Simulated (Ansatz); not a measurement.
Density of states of VIr₃ (Pm-3m) near the Fermi level, PBEsol, rigid bands (Ansatz, a program for electronic structure).

(E − E_F (eV), states/eV/cell): (-1.92, 4.41); (-1.82, 4.66); (-1.72, 5.17); (-1.62, 4.47); (-1.52, 4.39); (-1.42, 4.59); (-1.32, 6.40); (-1.22, 4.96); (-1.12, 4.42); (-1.02, 4.23); (-0.92, 3.95); (-0.82, 3.91); (-0.72, 3.48); (-0.62, 2.47); (-0.52, 2.38); (-0.42, 2.52); (-0.32, 2.52); (-0.22, 2.39); (-0.12, 2.34); (-0.02, 1.97); (0.08, 1.84); (0.18, 2.41); (0.28, 3.70); (0.38, 4.59); (0.48, 4.73); (0.58, 5.53); (0.68, 5.23); (0.78, 4.81); (0.88, 4.89); (0.98, 4.81); (1.08, 4.79); (1.18, 5.23); (1.28, 6.23); (1.38, 6.04); (1.48, 5.87); (1.58, 5.88); (1.68, 5.81); (1.78, 6.15); (1.88, 5.97)

### Question
With 4 atoms a cell, what bare Sommerfeld coefficient γ = (π²/3) k_B² N(E_F) follows?

### Answer
N(E_F) ≈ 1.92 states/eV a cell at 300 K, so γ ≈ 1.13 mJ/(mol of atoms·K²), before many-body enhancement (phonons, spin fluctuations, correlation).

### Question
How far does the Fermi level move in a rigid band for 0.1 electron a cell added or removed?

### Answer
53 meV and -50 meV.

A metal at this level (no band gap); rigid bands, thermally averaged at 300 K, both spins. Spin-orbit coupling is left out, which matters with elements this heavy. Geometry: cell and atoms relaxed with PBEsol.

Formula and space group known from diffraction (Crystallography Open Database), not checked to be the room-temperature form: VIr3 (Pm-3m). Treated as nonmagnetic (a ferromagnetic start lost its moment, other orders weren't tried): VIr3 (Pm-3m).
